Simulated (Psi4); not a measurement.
Psi4 1.11, MP2/cc-pvtz, freeze_core True: CC(F)(F)[Si@H](Cl)CN, 16 atoms. The geometry is a generated start, not checked to be a minimum at this level.

- task: energy
- method: mp2
- basis: cc-pvtz
- freeze_core: true
- scf_type: df (default)
- guess: auto, which took SAD (default)
- diis_max_vecs: 10 (default)
- scf_initial_accelerator: adiis (default)
- e_convergence: 1e-08 (default)
- d_convergence: 1e-08 (default)
- basis functions: 360

On 4 threads. Build: conda-forge: OpenMP (LLVM), MKL, Libint2. Single runs; times are not shown.

Values of memory tried: 8 GB, 4 GB, 2 GB, 1 GB, 0.5 GB, 0.3 GB.

**Question.** Which of these memory settings still run, and by which path?

**Answer.** It runs down to 0.3 GB, the lowest tried, with the same result. At 8 GB: SCF: fitted integrals in core. From 0.5 GB down: SCF: fitted integrals on disk.

```csv
memory,path,peak memory
8 GB,SCF: fitted integrals in core,1.7 GiB
4 GB,SCF: fitted integrals in core,1.7 GiB
2 GB,SCF: fitted integrals in core,1.6 GiB
1 GB,SCF: fitted integrals in core,1.4 GiB
0.5 GB,SCF: fitted integrals on disk,0.94 GiB
0.3 GB,SCF: fitted integrals on disk,0.77 GiB
```

Peak memory is the kernel's count for the largest process, libraries included and scratch files not. The peak passes the setting at 1 GB, 0.5 GB, 0.3 GB: it is no hard cap.
